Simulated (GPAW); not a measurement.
# Equation of state of zinc-blende CdS (space group 216): energy against volume (GPAW, LDA)

```
CdS
1.0
    0.00000     2.79682     2.79682
    2.79682     0.00000     2.79682
    2.79682     2.79682     0.00000
Cd S
1 1
Direct
  0.00000   0.00000   0.00000
  0.75000   0.75000   0.75000
```

Level of theory: LDA (Perdew-Wang 92), GPAW PAW datasets LDA (gpaw-data 1.0.1) (plane waves; GPAW). Settings: mode = pw; ecut = 585 eV; xc = LDA; kpts = 10 10 10; mesh shift (steps) = 0 0 0; occupations.name = fermi-dirac; occupations.width = 0.01 eV; nbands = -8; convergence.density = 1e-05 e/electron; convergence.bands = -6; symmetry.symmorphic = false; symmetry.tolerance = 0.0005; maxiter = 100. The cell above is the first row's. The rows scale it uniformly. In all rows fractional positions and the k mesh are held. E is the free energy at the stated smearing, counted from the lowest row.

```
V (Å^3/atom)  E (meV/atom)
------------  ------------
21.877                   ?
22.353               20.57
22.829                8.80
23.304                2.12
23.780                0.00
24.255                1.94
24.731                7.54
25.206               16.38
25.682               28.14
```

Task: Fit E against V with the third-order Birch-Murnaghan form, a cubic in V^(-2/3), and predict the withheld value at V = 21.877.

Result: With u = V^(-2/3) - 0.120, the rows have u = 0.006021, 0.004263, 0.002569, 0.000928, -0.000656, -0.002193, -0.003677, -0.005119. Least squares gives E = 0.665 - 1440.4·u + 776957·u² + 1896942·u³. Residuals (row less fit): -0.003, 0.009, -0.005, 0.001, -0.004, 0.000, 0.008, -0.003; standard error 0.007 (degrees of freedom: 4). Its minimum lies at u = 0.000924, so V0 = (0.120924)^(-3/2) = 23.78. There d²E/du² = 1564000 and d³E/du³ = 1.138e7, so B0 = (4/9) × 23.78^(-7/3) × 1564000 × 0.160218 = 68.5 GPa (the last factor turns the table's units into GPa), and B0' = 4 + (2/3) × 0.120924 × (1.138e7)/1564000 = 4.6. The program's pressures in the fitted runs (not shown) pass through zero at V = 23.76, 0.09 % from this V0. At the withheld row, u = 0.007842, so E = 0.665 - 1440.4 × 0.007842 + 776957 × 0.007842² + 1896942 × 0.007842³ = 38.065 meV/atom. The calculation gives 38.07 meV/atom, 0.005 meV/atom above the prediction (under 0.05 % of the range of E in the table). The row lies outside the fitted rows, so this is an extrapolation. From the scatter of the fitted rows alone, a prediction at this place has a standard error of 0.021 meV/atom, so the miss is 0.2 times that.

Carrying the step between the two nearest rows on in a straight line would have given 32.34, off by 5.73; series whose last step already gives the withheld value aren't shown. The scan was laid around a cell of about the measured size, scaled by a guess for this functional. This is a metastable polymorph. The runs keep the symmetry of the cell, so they don't test it for distortions. Cutoffs and mesh are single choices, not tested for convergence of this quantity. Series with a scatter that would blur these digits, or in which a gap closes, are not shown. Nor are scans whose minimum lies at an end fitted in this form.
